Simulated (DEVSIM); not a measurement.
Device: illuminated Si p-on-n cell, one wavelength, with a back-surface field, at 300 K.

Layer 1 from the left is Si, thickness (μm) 0.140, Na (cm⁻³) 6.2e17, τn (s) 6.8e-5, τp (s) 1.7e-5, absorption coefficient (cm⁻¹) 320. Layer 2 from the left is Si, thickness (μm) 40.0, Nd (cm⁻³) 6.5e15, τn (s) 7.2e-5, τp (s) 7.2e-5, absorption coefficient (cm⁻¹) 320. Layer 3 from the left is Si, thickness (μm) 1.30, Nd (cm⁻³) 1e18, τn (s) 7.2e-5, τp (s) 7.2e-5, absorption coefficient (cm⁻¹) 320.

Left contact: ohmic, minority electron recombination velocity 1e6 cm/s. Right contact: ohmic, minority hole recombination velocity 30000 cm/s. Voltage is applied to the left contact. Recombination: SRH at mid-gap, radiative, Auger. Light enters at the left, 1.2e18 photons cm⁻² s⁻¹, one pass, no reflection. Mobility is μmin + (μ − μmin)/(1 + (N/Nref)^α).

The device is made up for the run: typed textbook-type constants, with dimensions and the other settings drawn at random. Values at 300 K.

Si: gap (eV) 1.124, affinity (eV) 4.05, permittivity 11.7, Nc (cm⁻³) 2.86e19, Nv (cm⁻³) 3.1e19, μn (cm²/Vs) 1417, μp (cm²/Vs) 470, μn,min 52, μp,min 45, Nref,n 9.7e16, Nref,p 2.2e17, αn 0.68, αp 0.72, B (cm³/s) 4.7e-15, Cn (cm⁶/s) 2.8e-31, Cp (cm⁶/s) 9.9e-32.

Simulated with DEVSIM: 1D drift-diffusion, Boltzmann statistics, complete ionisation; no tunnelling, impact ionisation, image-force lowering or self-heating.

Dark forward current:

```
|V| (V)  |J| (A/cm²)
-------  -----------
0.05       1.484e-10
0.10       8.522e-10
0.15        4.928e-9
0.20        3.098e-8
0.25        2.052e-7
0.30        1.393e-6
0.35        9.560e-6
0.40        6.590e-5
0.45       0.0004550
0.50        0.003143
0.55         0.02168
0.60          0.1477
0.65          0.9446
0.70           5.101
0.75           22.22
0.80           79.73
0.85           237.6
0.90           584.6
0.95            1205
1.00            2154
```

### Question
Work out the local ideality factor n = ΔV / (kT/q · ln(J2/J1)) between the rows 0.15 and 0.20 V, 0.45 and 0.50 V, 0.95 and 1.00 V.

### Answer
kT/q = 25.85 mV. From 0.15 to 0.20 V: ln(3.098e-8/4.928e-9) = 1.838, n = 1.05, near the 1 of diffusion or emission over a barrier. From 0.45 to 0.50 V: ln(0.003143/0.0004550) = 1.933, n = 1.00, near the 1 of diffusion or emission over a barrier. From 0.95 to 1.00 V: ln(2154/1205) = 0.581, n = 3.33.

### Question
What current could the absorbed light give at most, and what share is collected?

### Answer
Σ αd = 1.33, so qΦ(1 − exp(−Σ αd)) = 141 mA/cm². The simulated short-circuit current is 137.9 mA/cm², a share of 0.98.

### Question
Estimate the open-circuit voltage by superposition: the voltage at which the dark current equals that short-circuit current.

### Answer
Interpolating ln J in the table gives 0.598 V. The simulation gives 0.598 V, the same within the digits that matter. Superposition holds where collection doesn't change with voltage.

### Question
Estimate the fill factor from FF0 = (v − ln(v + 0.72))/(v + 1), v = qVoc/(nkT), with n from the dark curve.

### Answer
The rows about Voc, 0.55 and 0.60 V, give n = 1.01, so v = 22.9 and FF0 = 0.826. The simulation gives 0.827, the same within the digits that matter.
